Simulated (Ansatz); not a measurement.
NbAgO3: pressure series

Consider NbAgO₃ in the cubic perovskite structure (space group Pm-3m, No. 221; a cell from a computed database, its experimental status unchecked).

```
NbAgO3
1.0
    3.94989     0.00000     0.00000
    0.00000     3.94989     0.00000
    0.00000     0.00000     3.94989
Nb Ag O
1 1 3
Cartesian
  0.00000   0.00000   0.00000
  1.97495   1.97495   1.97495
  1.97495   0.00000   0.00000
  0.00000   1.97495   0.00000
  0.00000   0.00000   1.97495
```

Cell and atoms are relaxed at each pressure.

The values are results of plane-wave PAW DFT at the PBEsol level (Ansatz, a quantum-chemistry and plane-wave program, 420 eV), spin-orbit coupling left out, not measurements.

Notes on the quantities. enthalpy: H = E + PV relative to the base's energy.

```csv
change,enthalpy,band gap,lattice parameter a
base,–,1.40 eV,3.950 Å
pressure −2 GPa,-0.15 eV/atom,1.39 eV,3.963 Å
pressure −1 GPa,-0.08 eV/atom,1.39 eV,3.956 Å
pressure 0.7 GPa,+0.05 eV/atom,1.40 eV,3.946 Å
pressure 1.5 GPa,+0.11 eV/atom,1.41 eV,3.941 Å
pressure 3 GPa,+0.23 eV/atom,1.42 eV,3.932 Å
pressure 5 GPa,+0.38 eV/atom,1.43 eV,3.920 Å
pressure 7.5 GPa,+0.57 eV/atom,1.44 eV,3.906 Å
pressure 10 GPa,+0.75 eV/atom,1.45 eV,3.893 Å
```

Load acts through the strain it causes; cell and atoms are relaxed under it. Whether these cells are dynamically stable was not tested. No other phases were tried under pressure. Many cubic perovskites are stable only at high temperature; tilts and polar distortions were not tested.
